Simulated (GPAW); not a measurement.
GPAW run on SrTiO3 (Pm-3m, 5 atoms in the cell): self-consistent single point.

Method of the run: PBE, GPAW PAW datasets PBE (gpaw-data 1.0.1) (plane waves; GPAW 25.7.0).

```yaml
crystal:
  lattice:
    - [3.99369, 0.00000, 0.00000]
    - [0.00000, 3.99369, 0.00000]
    - [0.00000, 0.00000, 3.99369]
  atoms:
    - { symbol: Sr, position: [0.00000, 0.00000, 0.00000] }
    - { symbol: Ti, position: [0.50000, 0.50000, 0.50000] }
    - { symbol: O, position: [0.50000, 0.00000, 0.50000] }
    - { symbol: O, position: [0.00000, 0.50000, 0.50000] }
    - { symbol: O, position: [0.50000, 0.50000, 0.00000] }
```

Reference input (self-consistent single point, DFT revPBE, plane waves, GPAW PAW datasets revPBE (gpaw-data 1.0.1)): mode = pw; ecut = 900 eV; xc = revPBE; kpts = 4 4 4; mesh shift (steps) = 0 0 0; occupations.name = methfessel-paxton; occupations.width = 0.02 eV; occupations.order = 0; nbands = -4; convergence.density = 1e-05 e/electron; convergence.energy = 1e-05 eV/electron; convergence.bands = -2. This run's input differs from it in these lines:

```diff
@@ -16,4 +16,4 @@
 calc = GPAW(mode=PW(900),
-            xc='revPBE',
-            kpts={'size': (4, 4, 4), 'gamma': True},
+            xc='PBE',
+            kpts=(1, 1, 1),
             occupations={'name': 'methfessel-paxton', 'width': 0.02, 'order': 0},
```

Its files differ too (potentials: GPAW PAW datasets PBE (gpaw-data 1.0.1)).

Output, abridged:

```
     iter     time        total  log10-change:
                         energy   eigst   dens
iter:   1 --:--:--   -36.148378   +0.61
iter:   2 --:--:--   -32.626240   -0.18  -0.83
iter:   3 --:--:--   -26.520789   +0.52  -0.87
iter:   4 --:--:--   -27.258071   -0.17  -0.84
iter:   5 --:--:--   -28.966442   -0.43  -0.99
   [... 30 lines left out ...]
iter:  36 --:--:--   -20.609652   -2.14  -2.60
iter:  37 --:--:--   -20.608747   -2.28  -2.64
iter:  38 --:--:--   -20.609545   -3.39  -2.74
iter:  39 --:--:--   -20.609177   -2.88  -3.10
iter:  40 --:--:--   -20.609260c  -3.36  -3.24
iter:  41 --:--:--   -20.609491c  -3.35  -3.22
   [... lines left out ...]
iter: 120 --:--:--   -27.098305   -1.30  -1.29

Did not converge!

Here are some tips:

1) Make sure the geometry and spin-state is physically sound.
2) Use less aggressive density mixing.
3) Solve the eigenvalue problem more accurately at each scf-step.
4) Use a smoother distribution function for the occupation numbers.
5) Try adding more empty states.
6) Use enough k-points.
7) Don't let your structure optimization algorithm take too large steps.
8) Solve the Poisson equation more accurately.
9) Better initial guess for the wave functions.

See details here:

    https://gpaw.readthedocs.io/documentation/convergence.html
Traceback (most recent call last):
   [... frames left out ...]
gpaw.KohnShamConvergenceError: Did not converge!  See text output for help.
```

The run ended unconverged after 120 iterations. 

The starting cell comes from a database of computed structures (which also holds hypothetical and non-ambient phases and stackings), without a prior relaxation at this level. Its lattice was rescaled by a random factor within 2.5 % of one.
